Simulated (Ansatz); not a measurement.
Consider BP in the zinc blende structure (space group F-43m, No. 216; a = 4.4905 Å). Axes: x, y, z lie along the cube axes.

Level of theory: Ansatz (an electronic-structure program) LDA, no SOC.

Strains are applied to the cell and any free atomic positions relax; under biaxial strain the out-of-plane vector relaxes too.

One change was made to it. Results:

The band gap shrinks by 0.028 eV to 1.12 eV; the smallest direct gap shrinks by 0.063 eV, from 3.43 eV to 3.36 eV.

Task: What was done to the base?
A) biaxial strain +2.08 %, plane normal [111], relaxed out of plane
B) biaxial strain +1.67 %, plane normal [111], relaxed out of plane
C) biaxial strain −0.42 %, plane normal [111], relaxed out of plane
D) biaxial strain −2.08 %, plane normal [111], relaxed out of plane
E) biaxial strain +1.25 %, plane normal [111], relaxed out of plane

Result: C, biaxial strain −0.42 %, plane normal [111], relaxed out of plane. For comparison, the smallest direct gap in the other runs: biaxial strain +2.08 %, plane normal [111], relaxed out of plane gives 3.11 eV; biaxial strain +1.25 %, plane normal [111], relaxed out of plane gives 3.23 eV; biaxial strain −2.08 %, plane normal [111], relaxed out of plane gives 3.08 eV; biaxial strain +1.67 %, plane normal [111], relaxed out of plane gives 3.17 eV.

Stability against distortions was not tested.
